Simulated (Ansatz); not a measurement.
Base system: ZrN in the rock salt structure (space group Fm-3m, No. 225; a = 4.5531 Å; relaxed with 0.1 eV smearing). Axes: x, y, z lie along the cube axes.

Level of theory: PBEsol/PAW in Ansatz (a first-principles code), no spin-orbit coupling, earlier PAW set.

Before the change:

* **Pressure**: 0.0 GPa

Modification: biaxial strain −4.90 %, plane normal [110], relaxed out of plane (Cartesian); in-plane vectors clamped, the third vector and the atoms free.

Task: What happens to the ratio −ε⊥/ε∥, pressure and energy relative to the base?

Result: The ratio −ε⊥/ε∥ is 0.79; the pressure (mean of the normal stresses, compression positive) goes from zero to 20.5 GPa; the energy goes up by 103 meV/atom.

No phonon test of stability was made. The final runs are not spin-polarised. An odd electron count without spin: ZrN.
